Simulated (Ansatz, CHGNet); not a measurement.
For Al2Cu (I4/mcm, No. 140), the machine-learned potential CHGNet 0.3.0 (trained on PBE and PBE+U data) gives:

- lattice constant a = 5.947 Å
- lattice parameter c = 5.049 Å

### Question
What does r²SCAN-D4 (Ansatz, a program for electronic structure, plane waves, PAW) give for the same quantities?

### Answer

- lattice constant a: 5.973 Å (rises by 0.4 %)
- lattice parameter c: 4.784 Å (decreases by 5.2 %)

Changes are worked out from the printed values.

Unless a cell is named, each level is at its own relaxed cell (CHGNet 0.3.0 14.88, r²SCAN-D4 14.22 Å³/atom).

Ansatz's density-functional and Hartree–Fock values are scalar-relativistic unless marked +SOC, with PAW data made under PBE.
